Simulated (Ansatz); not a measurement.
# Response to strain in Al

Take Al in the fcc (Cu type) structure (space group Fm-3m, No. 225; a = 4.041 Å; relaxed with 0.1 eV smearing) as the base.

Strains are applied to the cell and any free atomic positions relax.

Level of theory: PBE (Ansatz, a first-principles code), no SOC.

Candidates:
(a) isotropic strain −2.50 %
(b) isotropic strain +1.50 %
(c) isotropic strain −2.00 %
(d) isotropic strain −3.00 %

Notes on the quantities. energy relative to the base: free energy F.

**Question.** Order them by energy relative to the base, lowest first.

**Answer.** (b) isotropic strain +1.50 % (+7.7 meV/atom), (c) isotropic strain −2.00 % (+15 meV/atom), (a) isotropic strain −2.50 % (+25 meV/atom), (d) isotropic strain −3.00 % (+36 meV/atom)

No phonon test of stability was made.
